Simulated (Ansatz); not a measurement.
Levels about the gap of amorphous Ti20O39F2 (61 atoms in a cell of 782 Å³, 3.44 g/cm³; zone centre alone, so wide bands show as single levels with stretches between that a denser mesh fills), at the geometry that PBE relaxed, where it gives 0.6 GPa on a denser mesh. The participation number counts the atoms over which a state spreads; weights are charges in smoothed Voronoi cells. The levels come from a single point, so bond lengths are those of that geometry. Method of the levels: PBE, scalar-relativistic without spin-orbit coupling (Ansatz, an electronic-structure program). Sampling: the zone centre alone; Fermi-Dirac width 0.02 eV; no spin polarisation. At PBE the levels at the filled edge of the gap are localised (band-tail or defect states).

The cell was made by melting and quenching with the CHGNet potential and then relaxed with DFT. O and F atoms were pushed apart under 1.9 Å during the dynamics, to hinder bonds among them. The hot cell started wider than the set density and was brought back towards it in steps. It is the lowest in DFT energy of 2 quenches. It is a model cell: composition and starting density were chosen by hand, and all elements were melted together. No dispersion term was used. Its density started from a set value of 3.58 and ended at 3.44 g/cm³. The quench (nominally 300 K/ps over its main leg) was far faster than any real one, so the model tends to hold more defects than a real film. A cell of this size samples the disorder only roughly. The volume was free in the relaxation, at fixed shape. Stress components on the final sampling reach 2.2 GPa. Cycles of charging lowered its energy after that relaxation.

```
E - E(highest filled), eV  filling  participation number        largest on  weight O  weight Ti  weight F
-------------------------  -------  --------------------  ----------------  --------  ---------  --------
-0.63                       filled                  17.2   O, 2 neighbours      0.91       0.08      0.01
-0.53                       filled                  17.9   O, 3 neighbours      0.92       0.07      0.01
-0.51                       filled                  19.6   O, 2 neighbours      0.90       0.09      0.01
-0.47                       filled                  18.5   O, 2 neighbours      0.93       0.07      0.01
-0.34                       filled                  17.3   O, 2 neighbours      0.91       0.08      0.00
-0.25                       filled                  17.5   O, 2 neighbours      0.91       0.08      0.01
0.00                        filled                   7.3   O, 3 neighbours      0.93       0.07      0.00
2.36                         empty                   7.2  Ti, 6 neighbours      0.17       0.82      0.01
2.37                         empty                   8.4  Ti, 6 neighbours      0.20       0.80      0.00
2.49                         empty                  14.3  Ti, 6 neighbours      0.16       0.83      0.01
2.52                         empty                  13.9  Ti, 6 neighbours      0.17       0.82      0.00
2.60                         empty                  17.6  Ti, 6 neighbours      0.16       0.83      0.00
2.66                         empty                  10.1  Ti, 6 neighbours      0.18       0.82      0.00
2.70                         empty                  17.6  Ti, 6 neighbours      0.17       0.83      0.00
```

Most localised among these is the empty level at +2.36 eV, on a Ti atom, which has 6 neighbours (O 1.88 Å, O 1.91 Å, O 2.00 Å, O 2.01 Å, O 2.01 Å, O 2.03 Å).
